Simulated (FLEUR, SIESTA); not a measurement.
A FLEUR input for a self-consistent single point of Sn (Fd-3m, 2 atoms in the cell) (DFT, PBE, all-electron FLAPW (FLEUR), scalar-relativistic valence):

Input of the input generator:

```
Sn crystal
&input film=f /
-0.0000000000 3.2445000000 3.2445000000
3.2445000000 -0.0000000000 3.2445000000
3.2445000000 3.2445000000 -0.0000000000
1.8897261246
1.0 1.0 1.0

2
50 0.0000000000 0.0000000000 0.0000000000
50 0.2500000000 0.2500000000 0.2500000000

&comp jspins=1 /
&kpt div1=9 div2=9 div3=9 /
&end /
```

```xml
<?xml version="1.0" encoding="UTF-8" standalone="no"?>
<fleurInput fleurInputVersion="0.39">
   <comment>
      Sn crystal                                                                                          
   </comment>
   <calculationSetup>
      <cutoffs Kmax="4.1" Gmax="16.4" GmaxXC="16.4" numbands="0"/>
      <scfLoop itmax="80" minDistance="0.00001" maxIterBroyd="15" imix="Anderson" alpha="0.05" precondParam="0.0" spinf="2.0"/>
      <coreElectrons ctail="T" frcor="F" kcrel="0" coretail_lmax="0"/>
      <xcFunctional name="pbe" relativisticCorrections="F"/>
      <magnetism jspins="1"/>
      <soc l_soc="F" theta="0.0" phi="0.0" spav="F"/>
      <expertModes spex="0" secvar="F"/>
      <geometryOptimization l_f="T" forcealpha="1.0" forcemix="BFGS" epsdisp="0.00001" epsforce="0.00001"/>
      <ldaU l_linMix="F" mixParam="0.05" spinf="1.0"/>
   </calculationSetup>
   <cell>
      <bzIntegration valenceElectrons="28.0" mode="hist" fermiSmearingEnergy="0.00183747">
         <kPointListSelection listName="default-1"/>
         <!-- k-points included here -->
         <xi:include xmlns:xi="http://www.w3.org/2001/XInclude" href="kpts.xml"> </xi:include>
      </bzIntegration>
      <!-- symmetry operations included here -->
      <xi:include xmlns:xi="http://www.w3.org/2001/XInclude" href="sym.xml"> </xi:include>
      <bulkLattice scale="1.0">
         <bravaisMatrix>
            <row-1>    0.0000000000000000     6.1312164112646999     6.1312164112646999</row-1>
            <row-2>    6.1312164112646999     0.0000000000000000     6.1312164112646999</row-2>
            <row-3>    6.1312164112646999     6.1312164112646999     0.0000000000000000</row-3>
         </bravaisMatrix>
      </bulkLattice>
   </cell>
   <atomSpecies>
      <species name="Tin (Sn)" element="Sn" atomicNumber="50">
         <mtSphere radius="2.43" gridPoints="857" logIncrement="0.015"/>
         <atomicCutoffs lmax="10" lnonsphr="8"/>
         <electronConfig flipSpins="F">
            <coreConfig>(1s1/2) (2s1/2) (2p1/2) (2p3/2) (3s1/2) (3p1/2) (3p3/2) (4s1/2) (3d3/2) (3d5/2) (4p1/2) (4p3/2)</coreConfig>
            <valenceConfig>(5s1/2) (4d3/2) (4d5/2) (5p1/2) (5p3/2)</valenceConfig>
            <stateOccupation state="(5p1/2)" spinUp="0.3333333333333" spinDown="0.3333333333333"/>
            <stateOccupation state="(5p3/2)" spinUp="0.6666666666667" spinDown="0.6666666666667"/>
         </electronConfig>
         <energyParameters s="5" p="5" d="5" f="4"/>
         <lo type="SCLO" l="2" n="4" eDeriv="0"/>
      </species>
   </atomSpecies>
   <atomGroups>
      <atomGroup species="Tin (Sn)">
         <relPos label="                   1">-1.000/8.000 -1.000/8.000 -1.000/8.000</relPos>
         <relPos label="                   2">1.000/8.000 1.000/8.000 1.000/8.000</relPos>
         <force calculate="T" relaxXYZ="TTT"/>
      </atomGroup>
   </atomGroups>
   <output dos="F" band="F" slice="F">
      <checks vchk="F" cdinf="F"/>
      <bandDOS minEnergy="-.5*Htr" maxEnergy="0.5*Htr" sigma="0.015" storeEVData="T"/>
      <vacuumDOS vacdos="F" integ="F" star="F" nstars="0" locx1="0.0" locy1="0.0" locx2="0.0" locy2="0.0" nstm="0" tworkf="0.0"/>
      <unfoldingBand unfoldBand="F" supercellX="1" supercellY="1" supercellZ="1"/>
      <plotting iplot="0" polar="F">
         <plot TwoD="T" vec1="  1.0  0.0  0.0" vec2="  0.0  1.0  0.0" vec3="  0.0  0.0  1.0" zero="  0.0  0.0  0.0" file="plot"/>
      </plotting>
      <chargeDensitySlicing numkpt="0" minEigenval="0.0" maxEigenval="0.0" nnne="0" pallst="F"/>
      <specialOutput eonly="F"/>
      <magneticCircularDichroism mcd="F" energyLo="-10.0" energyUp="0.0"/>
   </output>
  <!-- We include the file relax.xml here to enable relaxations (see documentation) -->
  <xi:include xmlns:xi="http://www.w3.org/2001/XInclude" href="relax.xml"> <xi:fallback/> </xi:include>
</fleurInput>
```

Problem. Write the same calculation as an input for SIESTA.

Solution. This is the input that was run; spellings and numerical settings could be chosen otherwise.

```
# files in the folder: Sn.psml (PseudoDojo PBE standard)
SystemName  Sn
SystemLabel Sn

NumberOfAtoms                2
NumberOfSpecies              1
%block ChemicalSpeciesLabel
  1 50 Sn
%endblock ChemicalSpeciesLabel
LatticeConstant              1.0 Ang
%block LatticeVectors
     0.000000000    3.244500000    3.244500000
     3.244500000    0.000000000    3.244500000
     3.244500000    3.244500000    0.000000000
%endblock LatticeVectors
AtomicCoordinatesFormat      Fractional
%block AtomicCoordinatesAndAtomicSpecies
     0.000000000    0.000000000    0.000000000  1
     0.250000000    0.250000000    0.250000000  1
%endblock AtomicCoordinatesAndAtomicSpecies

XC.functional                GGA
XC.authors                   PBE
PAO.BasisSize                DZP
PAO.EnergyShift              0.005 Ry
MeshCutoff                   350 Ry
%block kgrid.MonkhorstPack
    9   0   0  0.0
    0   9   0  0.0
    0   0   9  0.0
%endblock kgrid.MonkhorstPack
OccupationFunction           FD
ElectronicTemperature        50.0 meV

MaxSCFIterations             150
SCF.Mixer.Method             Broyden
SCF.Mixer.Weight             0.2
SCF.Mixer.History            8
SCF.DM.Tolerance             1.0E-05
Diag.ParallelOverK           true
WriteForces                  true
Charge.Mulliken              end
```

Basis, cutoffs, solver keys and any potentials are the target program's own. This input uses DFT, GGA PBE, numerical atomic orbitals DZP, PseudoDojo PBE standard norm-conserving potentials (rewritten from UPF to PSML).

The starting cell has typed, rounded lattice constants, without a prior relaxation at this level.
